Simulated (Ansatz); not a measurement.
The parent structure is W in the bcc (W type) structure (space group Im-3m, No. 229; a = 3.184 Å).

The change: cell and atoms relaxed at a pressure of 15 GPa.

Levels (all Ansatz, an electronic-structure program, PAW, earlier PAW set): PBE (420 eV, without spin-orbit coupling); PBE+SOC (420 eV, with spin-orbit coupling).

The geometry is relaxed with PBE.

- PBE pressure: 15.0 GPa

Predict the pressure from PBE+SOC.

The pressure rises by 0.3 GPa to 15.3 GPa.

Single points use the geometry relaxed with PBE. Differences between runs with and without spin-orbit coupling are approximate. Load acts through the strain it causes; cell and atoms are relaxed under it. Whether these cells are dynamically stable was not tested. Competing high-pressure phases were not computed. The runs without spin-orbit coupling are not spin-polarised.
